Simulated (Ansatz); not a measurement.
La$_{3}$In in the Cu3Au type structure (space group Pm-3m, No. 221)

```cif
data_InLa3
_chemical_formula_sum 'La3 In1'
_space_group_name_H-M_alt 'P 1'
_space_group_IT_number 1
_cell_length_a 5.07462
_cell_length_b 5.07462
_cell_length_c 5.07462
_cell_angle_alpha 90.000
_cell_angle_beta 90.000
_cell_angle_gamma 90.000
loop_
_space_group_symop_operation_xyz
  'x, y, z'
loop_
_atom_site_label
_atom_site_type_symbol
_atom_site_fract_x
_atom_site_fract_y
_atom_site_fract_z
_atom_site_occupancy
La1 La 0.50000 0.50000 0.00000 1
La2 La 0.00000 0.50000 0.50000 1
La3 La 0.50000 0.00000 0.50000 1
In1 In 0.00000 0.00000 0.00000 1
```

Computed with r2SCAN in Ansatz (plane waves to 500 eV, PAW, no spin-orbit coupling). Settings: 9×9×9 k-points, 0.05 eV Fermi–Dirac smearing.

- Volume per atom = 32.67 Å³
- Density = 6.75 g/cm³
- Band gap = zero
- Total energy = -6101.845 eV/atom (σ→0; compares only within this code and set-up)

Whether these cells are dynamically stable was not tested.

Ansatz is a quantum-chemistry and plane-wave program.
